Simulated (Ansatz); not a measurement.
**Ge well of 9 atomic layers along [001] in random Si0.2Ge0.8, interfaces sharp**

Prepared with Tersoff's 1989 multicomponent potential (SiCGe.tersoff) (LAMMPS): minimisation. Geometry as solved with Ansatz (a quantum-chemistry and plane-wave program) with PBE, support functions at accuracy medium on the grid of 370 eV.

```xyz
648
Lattice="17.11 0.00 0.00 0.00 17.11 0.00 0.00 0.00 51.50" Properties=species:S:1:pos:R:3 pbc="T T T"
Si    -0.07     0.02    -0.01
Ge     1.39     1.42     1.36
Si     2.82     2.85    -0.01
Ge     4.25     4.24     1.39
Ge     2.84     0.00     2.82
Ge     4.24     1.45     4.27
Ge     0.01     2.87     2.85
Si     1.43     4.24     4.29
Ge     0.01     0.04     5.71
Si     1.42     1.48     7.10
Si     2.79     2.85     5.68
Ge     4.24     4.25     7.06
Ge     2.82     0.04     8.51
Ge     4.27     1.44     9.95
Si     0.04     2.85     8.51
Si     1.41     4.24     9.91
Ge     0.00     0.04    11.40
Ge     1.45     1.46    12.82
Ge     2.86     2.91    11.37
Si     4.29     4.30    12.79
Ge     2.89     0.02    14.26
Si     4.29     1.45    15.64
Ge     0.01     2.87    14.25
Si     1.44     4.26    15.65
Ge     0.00    -0.01    17.11
Ge     1.43     1.43    18.53
Ge     2.85     2.85    17.04
Ge     4.28     4.26    18.52
Ge     2.85    -0.01    19.97
Ge     4.27     1.42    21.43
Ge     0.01     2.85    19.99
Ge     1.43     4.28    21.43
Ge     0.00     0.00    22.89
Ge     1.42     1.43    24.34
Ge     2.85     2.85    22.89
Ge     4.27     4.27    24.34
Ge     2.85     0.00    25.80
Ge     4.27     1.43    27.26
Ge     0.00     2.85    25.80
Ge     1.42     4.28    27.25
Ge     0.00     0.00    28.70
Ge     1.40     1.43    30.15
Ge     2.84     2.86    28.71
Ge     4.27     4.29    30.15
Ge     2.84    -0.01    31.57
Ge     4.26     1.42    33.02
Ge    -0.04     2.85    31.61
Ge     1.41     4.30    33.03
Ge    -0.01     0.04    34.43
Ge     1.41     1.44    35.94
Ge     2.82     2.85    34.46
Ge     4.26     4.28    35.86
Si     2.86     0.03    37.33
Si     4.25     1.41    38.69
Si    -0.05     2.86    37.31
Ge     1.37     4.29    38.70
Ge    -0.03     0.03    40.10
Ge     1.42     1.44    41.55
Ge     2.86     2.85    40.09
Ge     4.26     4.28    41.55
Ge     2.85     0.02    43.00
Si     4.23     1.46    44.41
Ge     0.02     2.89    43.02
Si     1.46     4.26    44.43
Si    -0.01     0.01    45.78
Ge     1.41     1.43    47.16
Si     2.84     2.86    45.77
Ge     4.27     4.29    47.15
Ge     2.83     0.03    48.65
Ge     4.25     1.47    50.09
Ge    -0.04     2.80    48.68
Ge     1.43     4.24    50.07
Ge    -0.02     5.69    -0.04
Ge     1.41     7.10     1.42
Ge     2.82     8.55    -0.04
Ge     4.26     9.99     1.39
Ge     2.83     5.65     2.87
Ge     4.27     7.13     4.25
Ge    -0.04     8.52     2.85
Ge     1.40     9.99     4.25
Ge    -0.03     5.68     5.63
Ge     1.41     7.12     7.08
Ge     2.86     8.58     5.68
Ge     4.28    10.03     7.13
Ge     2.81     5.67     8.53
Ge     4.29     7.07     9.98
Ge    -0.02     8.56     8.50
Ge     1.44     9.98     9.92
Ge     0.01     5.65    11.32
Ge     1.42     7.10    12.78
Ge     2.86     8.54    11.38
Ge     4.25    10.01    12.84
Ge     2.85     5.65    14.22
Ge     4.28     7.10    15.66
Ge    -0.01     8.57    14.20
Ge     1.45    10.01    15.62
Ge     0.04     5.67    17.07
Ge     1.43     7.13    18.54
Ge     2.86     8.56    17.09
Ge     4.28     9.98    18.55
Ge     2.86     5.70    19.98
Ge     4.28     7.12    21.44
Ge     0.00     8.55    19.99
Ge     1.43     9.98    21.44
Ge     0.00     5.70    22.89
Ge     1.43     7.13    24.34
Ge     2.85     8.55    22.89
Ge     4.28     9.98    24.34
Ge     2.85     5.70    25.80
Ge     4.27     7.13    27.24
Ge     0.00     8.55    25.80
Ge     1.43     9.98    27.25
Ge     0.00     5.70    28.71
Ge     1.42     7.13    30.15
Ge     2.85     8.55    28.70
Ge     4.29     9.97    30.14
Ge     2.87     5.73    31.61
Si     4.24     7.16    33.04
Ge    -0.01     8.53    31.61
Ge     1.46     9.94    33.05
Ge    -0.02     5.71    34.50
Si     1.44     7.16    35.84
Si     2.86     8.50    34.45
Ge     4.28     9.91    35.87
Ge     2.81     5.74    37.25
Ge     4.28     7.16    38.68
Ge     0.05     8.56    37.28
Si     1.43     9.99    38.70
Si     0.01     5.70    40.15
Ge     1.40     7.13    41.57
Ge     2.82     8.58    40.10
Ge     4.25    10.00    41.55
Ge     2.85     5.70    43.04
Si     4.29     7.11    44.43
Si     0.03     8.56    43.00
Si     1.42     9.95    44.36
Ge     0.02     5.66    45.82
Ge     1.40     7.16    47.26
Ge     2.86     8.57    45.79
Si     4.27     9.95    47.23
Ge     2.85     5.69    48.63
Ge     4.29     7.13    50.05
Si     0.00     8.59    48.67
Si     1.40     9.95    50.05
Ge     0.04    11.38    -0.01
Si     1.41    12.83     1.42
Ge     2.81    14.25     0.02
Ge     4.30    15.68     1.43
Ge     2.83    11.43     2.82
Ge     4.32    12.81     4.28
Ge    -0.04    14.26     2.79
Ge     1.40    15.68     4.25
Ge    -0.03    11.45     5.65
Ge     1.45    12.81     7.12
Ge     2.86    14.25     5.67
Ge     4.27    15.70     7.09
Si     2.84    11.41     8.53
Ge     4.24    12.84     9.94
Ge     0.01    14.24     8.54
Ge     1.43    15.68     9.98
Ge    -0.02    11.39    11.38
Ge     1.46    12.84    12.78
Si     2.85    14.26    11.36
Ge     4.25    15.66    12.78
Si     2.84    11.43    14.23
Ge     4.22    12.84    15.67
Ge     0.02    14.27    14.23
Ge     1.46    15.67    15.70
Ge     0.02    11.41    17.09
Ge     1.45    12.86    18.53
Si     2.85    14.25    17.10
Ge     4.25    15.67    18.50
Ge     2.85    11.41    19.99
Ge     4.28    12.84    21.44
Ge     0.01    14.25    19.99
Ge     1.43    15.69    21.44
Ge     0.00    11.40    22.90
Ge     1.42    12.83    24.34
Ge     2.85    14.26    22.89
Ge     4.28    15.68    24.34
Ge     2.85    11.40    25.79
Ge     4.27    12.82    27.24
Ge     0.00    14.26    25.80
Ge     1.43    15.68    27.25
Ge    -0.01    11.40    28.70
Ge     1.41    12.82    30.15
Ge     2.85    14.25    28.70
Ge     4.28    15.68    30.13
Ge     2.85    11.39    31.58
Ge     4.27    12.83    33.02
Ge    -0.03    14.23    31.60
Ge     1.41    15.67    33.03
Ge     0.00    11.43    34.44
Si     1.41    12.81    35.86
Ge     2.83    14.23    34.49
Ge     4.26    15.69    35.93
Ge     2.82    11.39    37.27
Ge     4.28    12.83    38.70
Ge     0.04    14.26    37.25
Ge     1.45    15.71    38.70
Ge     0.05    11.40    40.14
Si     1.38    12.86    41.58
Ge     2.82    14.24    40.17
Ge     4.28    15.68    41.56
Ge     2.78    11.42    42.96
Ge     4.27    12.82    44.38
Si    -0.02    14.23    42.96
Ge     1.36    15.67    44.38
Ge     0.01    11.39    45.74
Ge     1.44    12.79    47.23
Ge     2.84    14.27    45.81
Ge     4.27    15.70    47.23
Ge     2.85    11.32    48.66
Ge     4.26    12.82    50.09
Ge     0.00    14.26    48.65
Ge     1.38    15.72    50.10
Ge     5.72     0.05     0.01
Si     7.15     1.43     1.41
Ge     8.60     2.86     0.02
Si    10.01     4.32     1.41
Ge     8.51     0.00     2.83
Ge     9.99     1.44     4.21
Ge     5.72     2.83     2.80
Ge     7.17     4.30     4.20
Ge     5.72    -0.02     5.64
Ge     7.15     1.43     7.08
Ge     8.58     2.87     5.66
Ge     9.98     4.28     7.14
Ge     8.60     0.04     8.54
Si     9.98     1.46     9.98
Ge     5.70     2.85     8.51
Ge     7.12     4.25    10.01
Ge     5.70     0.00    11.38
Ge     7.17     1.43    12.81
Si     8.57     2.81    11.35
Ge     9.97     4.23    12.76
Si     8.56     0.01    14.23
Ge     9.98     1.38    15.66
Ge     5.69     2.88    14.22
Si     7.12     4.26    15.64
Ge     5.67     0.04    17.06
Ge     7.12     1.44    18.53
Ge     8.53     2.86    17.06
Ge     9.96     4.27    18.54
Ge     8.56     0.01    19.97
Ge     9.97     1.43    21.44
Ge     5.69     2.85    19.99
Ge     7.12     4.27    21.44
Ge     5.71     0.00    22.89
Ge     7.12     1.43    24.35
Ge     8.55     2.85    22.90
Ge     9.98     4.28    24.34
Ge     8.56     0.00    25.80
Ge     9.98     1.43    27.24
Ge     5.70     2.85    25.80
Ge     7.13     4.28    27.25
Ge     5.71     0.00    28.70
Ge     7.14     1.43    30.15
Ge     8.56     2.85    28.69
Ge     9.99     4.27    30.14
Ge     8.59     0.03    31.61
Si     9.99     1.43    33.03
Ge     5.70     2.85    31.59
Ge     7.13     4.30    33.02
Ge     5.69    -0.02    34.45
Ge     7.14     1.41    35.87
Ge     8.59     2.84    34.42
Ge    10.03     4.26    35.88
Ge     8.59    -0.04    37.29
Ge    10.03     1.44    38.68
Ge     5.67     2.82    37.30
Ge     7.11     4.26    38.71
Ge     5.67     0.01    40.10
Ge     7.13     1.40    41.58
Ge     8.56     2.84    40.13
Ge    10.00     4.26    41.56
Si     8.55     0.00    42.97
Ge     9.97     1.41    44.37
Ge     5.67     2.84    43.00
Ge     7.09     4.34    44.41
Ge     5.67     0.04    45.78
Ge     7.14     1.43    47.23
Ge     8.55     2.88    45.80
Ge     9.96     4.32    47.26
Ge     8.59     0.03    48.69
Si     9.99     1.44    50.10
Ge     5.70     2.88    48.64
Ge     7.16     4.30    50.06
Ge     5.71     5.71     0.00
Ge     7.19     7.12     1.41
Si     8.57     8.53    -0.02
Ge     9.95     9.96     1.38
Si     8.61     5.67     2.78
Ge     9.98     7.09     4.20
Ge     5.71     8.56     2.82
Ge     7.10    10.03     4.29
Ge     5.70     5.69     5.65
Ge     7.13     7.12     7.10
Ge     8.56     8.55     5.65
Ge    10.00    10.01     7.05
Ge     8.54     5.71     8.56
Ge     9.98     7.16     9.97
Ge     5.70     8.54     8.54
Ge     7.15     9.96     9.97
Si     5.69     5.66    11.41
Ge     7.11     7.11    12.75
Si     8.55     8.53    11.38
Ge     9.94     9.94    12.78
Ge     8.52     5.66    14.22
Ge     9.96     7.10    15.66
Ge     5.70     8.55    14.23
Ge     7.12     9.98    15.67
Ge     5.74     5.67    17.08
Ge     7.13     7.11    18.55
Ge     8.55     8.55    17.11
Ge     9.99     9.98    18.55
Ge     8.55     5.70    20.00
Ge     9.98     7.13    21.45
Ge     5.70     8.54    19.99
Ge     7.13     9.98    21.44
Ge     5.70     5.70    22.90
Ge     7.13     7.13    24.35
Ge     8.56     8.56    22.89
Ge     9.98     9.98    24.34
Ge     8.56     5.70    25.80
Ge     9.98     7.13    27.26
Ge     5.71     8.55    25.80
Ge     7.14     9.98    27.24
Ge     5.70     5.71    28.70
Ge     7.12     7.14    30.16
Ge     8.56     8.56    28.71
Ge     9.99     9.97    30.16
Ge     8.57     5.71    31.58
Ge     9.99     7.14    33.03
Ge     5.68     8.56    31.64
Si     7.12     9.98    33.01
Ge     5.67     5.74    34.43
Ge     7.10     7.16    35.88
Ge     8.52     8.58    34.42
Ge     9.98     9.98    35.87
Ge     8.54     5.69    37.27
Ge     9.95     7.15    38.72
Si     5.72     8.58    37.32
Si     7.12     9.93    38.71
Ge     5.70     5.72    40.13
Ge     7.15     7.16    41.53
Si     8.53     8.58    40.09
Ge     9.95     9.93    41.55
Ge     8.59     5.73    42.98
Si    10.02     7.14    44.38
Ge     5.66     8.52    42.99
Ge     7.10     9.96    44.40
Si     5.70     5.75    45.82
Si     7.13     7.07    47.22
Ge     8.55     8.48    45.80
Ge     9.98     9.94    47.23
Si     8.52     5.73    48.64
Ge     9.97     7.08    50.09
Ge     5.72     8.54    48.59
Ge     7.15     9.94    50.08
Ge     5.75    11.42     0.02
Si     7.16    12.83     1.42
Ge     8.56    14.24     0.01
Ge    10.00    15.67     1.45
Ge     8.57    11.45     2.85
Si    10.02    12.84     4.26
Ge     5.77    14.24     2.84
Si     7.14    15.67     4.25
Si     5.71    11.43     5.72
Si     7.10    12.82     7.06
Ge     8.54    14.23     5.65
Ge     9.99    15.68     7.09
Ge     8.53    11.43     8.48
Ge     9.98    12.85     9.93
Ge     5.71    14.24     8.49
Ge     7.14    15.69     9.93
Ge     5.69    11.40    11.37
Ge     7.12    12.83    12.80
Ge     8.55    14.27    11.38
Ge     9.97    15.72    12.82
Ge     8.55    11.40    14.23
Ge     9.98    12.84    15.67
Ge     5.68    14.26    14.24
Ge     7.13    15.73    15.63
Ge     5.69    11.41    17.10
Ge     7.12    12.85    18.54
Ge     8.55    14.29    17.09
Ge    10.01    15.71    18.52
Ge     8.55    11.41    19.98
Ge     9.98    12.84    21.43
Ge     5.69    14.27    19.98
Ge     7.13    15.69    21.42
Ge     5.70    11.41    22.89
Ge     7.13    12.83    24.34
Ge     8.55    14.26    22.88
Ge     9.98    15.68    24.34
Ge     8.56    11.41    25.79
Ge     9.99    12.83    27.25
Ge     5.70    14.25    25.79
Ge     7.13    15.68    27.24
Ge     5.70    11.40    28.69
Ge     7.13    12.82    30.13
Ge     8.55    14.26    28.70
Ge     9.98    15.69    30.14
Ge     8.52    11.37    31.60
Ge     9.98    12.81    33.02
Ge     5.71    14.25    31.58
Ge     7.15    15.68    33.02
Ge     5.71    11.37    34.43
Ge     7.09    12.84    35.90
Ge     8.58    14.26    34.48
Si     9.99    15.70    35.86
Ge     8.52    11.38    37.33
Ge     9.94    12.86    38.75
Si     5.68    14.26    37.31
Ge     7.12    15.63    38.72
Ge     5.75    11.39    40.12
Si     7.15    12.83    41.51
Si     8.52    14.24    40.16
Ge     9.92    15.69    41.55
Ge     8.52    11.41    42.95
Ge     9.97    12.83    44.39
Ge     5.74    14.22    42.93
Ge     7.13    15.71    44.37
Ge     5.66    11.38    45.84
Ge     7.12    12.83    47.24
Ge     8.55    14.28    45.83
Ge    10.03    15.68    47.27
Ge     8.58    11.39    48.65
Ge    10.03    12.85    50.04
Ge     5.69    14.27    48.66
Ge     7.14    15.69    50.10
Ge    11.41     0.04    -0.01
Si    12.86     1.45     1.36
Si    14.26     2.81    -0.01
Ge    15.65     4.26     1.40
Ge    14.25     0.02     2.77
Ge    15.65     1.45     4.28
Ge    11.44     2.86     2.76
Ge    12.86     4.25     4.27
Ge    11.42     0.00     5.65
Ge    12.84     1.45     7.09
Si    14.26     2.86     5.70
Ge    15.67     4.25     7.13
Ge    14.25     0.00     8.55
Ge    15.70     1.48     9.93
Ge    11.42     2.86     8.59
Si    12.88     4.27     9.96
Ge    11.40     0.02    11.34
Ge    12.89     1.43    12.76
Si    14.26     2.88    11.34
Ge    15.67     4.25    12.77
Si    14.25     0.02    14.22
Ge    15.67     1.40    15.64
Ge    11.41     2.82    14.21
Ge    12.83     4.27    15.66
Si    11.40     0.01    17.09
Ge    12.79     1.40    18.52
Ge    14.25     2.83    17.10
Ge    15.69     4.27    18.53
Ge    14.24     0.00    19.99
Ge    15.68     1.43    21.43
Ge    11.39     2.84    19.98
Ge    12.83     4.27    21.43
Ge    11.40     0.00    22.89
Ge    12.83     1.42    24.34
Ge    14.26     2.85    22.89
Ge    15.68     4.28    24.34
Ge    14.25     0.00    25.80
Ge    15.68     1.43    27.25
Ge    11.41     2.85    25.79
Ge    12.83     4.28    27.24
Ge    11.41     0.00    28.69
Ge    12.83     1.43    30.15
Ge    14.25     2.87    28.70
Ge    15.65     4.30    30.17
Ge    14.29     0.04    31.61
Si    15.68     1.44    33.04
Ge    11.40     2.83    31.61
Ge    12.87     4.29    33.00
Ge    11.40     0.04    34.48
Si    12.82     1.47    35.88
Ge    14.29     2.84    34.47
Si    15.71     4.24    35.89
Ge    14.25     0.06    37.27
Si    15.69     1.46    38.68
Si    11.44     2.83    37.26
Ge    12.82     4.26    38.67
Ge    11.43     0.02    40.17
Si    12.89     1.39    41.56
Ge    14.27     2.81    40.12
Ge    15.70     4.29    41.53
Si    14.27     0.03    42.95
Ge    15.65     1.42    44.42
Ge    11.47     2.81    42.95
Ge    12.86     4.24    44.43
Ge    11.45     0.04    45.84
Si    12.84     1.48    47.24
Si    14.23     2.82    45.85
Ge    15.64     4.24    47.24
Ge    14.25     0.06    48.65
Si    15.66     1.42    50.12
Ge    11.40     2.84    48.68
Ge    12.83     4.27    50.15
Si    11.40     5.70     0.03
Si    12.82     7.12     1.36
Si    14.23     8.51     0.01
Ge    15.64     9.94     1.40
Ge    14.23     5.74     2.81
Si    15.67     7.11     4.24
Ge    11.43     8.53     2.78
Ge    12.80     9.98     4.27
Ge    11.40     5.68     5.68
Ge    12.86     7.07     7.13
Ge    14.26     8.51     5.67
Ge    15.65    10.01     7.09
Si    14.24     5.64     8.55
Ge    15.66     7.09     9.92
Ge    11.42     8.57     8.51
Ge    12.87    10.01     9.93
Ge    11.44     5.67    11.34
Ge    12.84     7.13    12.80
Ge    14.29     8.57    11.38
Si    15.70     9.97    12.79
Ge    14.27     5.69    14.22
Ge    15.70     7.12    15.66
Ge    11.39     8.54    14.23
Ge    12.84     9.97    15.65
Ge    11.40     5.69    17.11
Ge    12.83     7.13    18.55
Ge    14.27     8.55    17.10
Ge    15.69     9.98    18.54
Ge    14.27     5.70    19.98
Ge    15.68     7.13    21.44
Ge    11.41     8.55    20.00
Ge    12.84     9.98    21.44
Ge    11.41     5.70    22.89
Ge    12.83     7.13    24.34
Ge    14.26     8.56    22.89
Ge    15.68     9.98    24.35
Ge    14.26     5.71    25.79
Ge    15.69     7.13    27.25
Ge    11.40     8.55    25.80
Ge    12.83     9.97    27.26
Ge    11.42     5.70    28.71
Ge    12.86     7.10    30.17
Ge    14.26     8.55    28.71
Ge    15.68     9.98    30.16
Si    14.26     5.70    31.58
Ge    15.62     7.11    33.04
Ge    11.46     8.57    31.61
Si    12.87     9.95    33.05
Ge    11.46     5.73    34.46
Si    12.88     7.15    35.84
Si    14.21     8.55    34.44
Ge    15.66     9.94    35.83
Ge    14.28     5.69    37.24
Ge    15.73     7.10    38.72
Ge    11.44     8.52    37.26
Ge    12.84     9.97    38.71
Ge    11.40     5.70    40.12
Ge    12.80     7.14    41.59
Ge    14.28     8.54    40.16
Ge    15.74     9.96    41.59
Ge    14.26     5.70    42.98
Ge    15.73     7.13    44.38
Si    11.37     8.53    42.99
Ge    12.82     9.94    44.37
Ge    11.41     5.74    45.81
Si    12.82     7.11    47.23
Ge    14.25     8.51    45.84
Ge    15.70     9.97    47.24
Ge    14.22     5.72    48.65
Ge    15.67     7.18    50.06
Ge    11.43     8.50    48.65
Ge    12.86     9.93    50.10
Ge    11.42    11.40    -0.01
Ge    12.81    12.87     1.46
Ge    14.26    14.31     0.02
Si    15.70    15.73     1.38
Ge    14.27    11.42     2.86
Si    15.69    12.85     4.23
Si    11.37    14.24     2.87
Ge    12.82    15.66     4.21
Si    11.39    11.44     5.64
Ge    12.84    12.79     7.07
Ge    14.29    14.24     5.63
Ge    15.69    15.68     7.11
Si    14.24    11.41     8.50
Ge    15.64    12.81     9.92
Ge    11.45    14.28     8.52
Si    12.82    15.71     9.94
Ge    11.39    11.40    11.36
Ge    12.82    12.84    12.79
Ge    14.22    14.30    11.35
Ge    15.66    15.71    12.82
Ge    14.28    11.38    14.19
Ge    15.69    12.83    15.65
Ge    11.41    14.29    14.24
Ge    12.83    15.76    15.66
Ge    11.41    11.41    17.10
Ge    12.84    12.84    18.54
Ge    14.25    14.28    17.09
Ge    15.68    15.68    18.56
Ge    14.26    11.41    19.99
Ge    15.69    12.83    21.44
Ge    11.41    14.27    19.99
Ge    12.83    15.68    21.45
Ge    11.41    11.41    22.89
Ge    12.83    12.83    24.34
Ge    14.26    14.26    22.90
Ge    15.68    15.68    24.35
Ge    14.25    11.40    25.80
Ge    15.68    12.83    27.25
Ge    11.41    14.26    25.79
Ge    12.83    15.68    27.25
Ge    11.41    11.41    28.71
Ge    12.84    12.82    30.17
Ge    14.25    14.25    28.71
Ge    15.68    15.68    30.15
Ge    14.26    11.39    31.65
Si    15.69    12.81    33.02
Ge    11.40    14.26    31.58
Ge    12.83    15.70    33.02
Ge    11.44    11.37    34.42
Ge    12.83    12.83    35.86
Ge    14.28    14.23    34.41
Ge    15.68    15.69    35.85
Ge    14.27    11.40    37.28
Ge    15.72    12.83    38.71
Ge    11.38    14.28    37.27
Ge    12.84    15.70    38.70
Ge    11.39    11.39    40.14
Ge    12.84    12.83    41.56
Ge    14.27    14.26    40.12
Ge    15.68    15.69    41.58
Ge    14.29    11.41    43.00
Si    15.72    12.84    44.36
Ge    11.40    14.28    42.97
Ge    12.87    15.72    44.36
Ge    11.40    11.39    45.81
Ge    12.83    12.85    47.24
Ge    14.31    14.25    45.77
Ge    15.71    15.73    47.21
Ge    14.26    11.40    48.67
Ge    15.68    12.84    50.10
Si    11.43    14.26    48.65
Ge    12.82    15.69    50.04
```
